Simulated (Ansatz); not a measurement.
## bcc Nb: the defect Cl on the Nb site

Method: PBE, PAW (plane waves to 420 eV; Ansatz, an electronic-structure program). Set-up: 54-site cell; 4×4×4 shifted k-points; start: the Nb site; energies good to tenths of an eV; the relaxation kept the symmetry of the starting site.

Neighbours after relaxation, in Å: of the Cl atom: Nb 2.86, Nb 2.86, Nb 2.86, Nb 2.86, Nb 2.86, Nb 2.86, Nb 2.86, Nb 2.86 (the shell may go on).

Formation energies E_f are those of the neutral cell. Chemical conditions: host crystal and elements as references (Δμ(Nb) = 0.00 eV, Δμ(Cl) = 0.00 eV; Cl taken from its element, since no compound that bounds it was computed at this level; only phases computed here count, gases as isolated molecules at 0 K). Reference phases: Cl: Cl2 molecule in a box, Nb: bcc Nb.

| charge | moment (μB) | point group | largest move off a lattice site (Å) | E_f, host crystal and elements as references (eV) |
|---|---|---|---|---|
| 0 | not spin-polarised | Oh | 0.06 | 1.45 |

Point groups are those of the whole cell at tolerances of 0.03 and 0.1 Å ("near" where only the looser one holds); none is given for unsettled states.

All states together cost roughly 7 core-minutes.
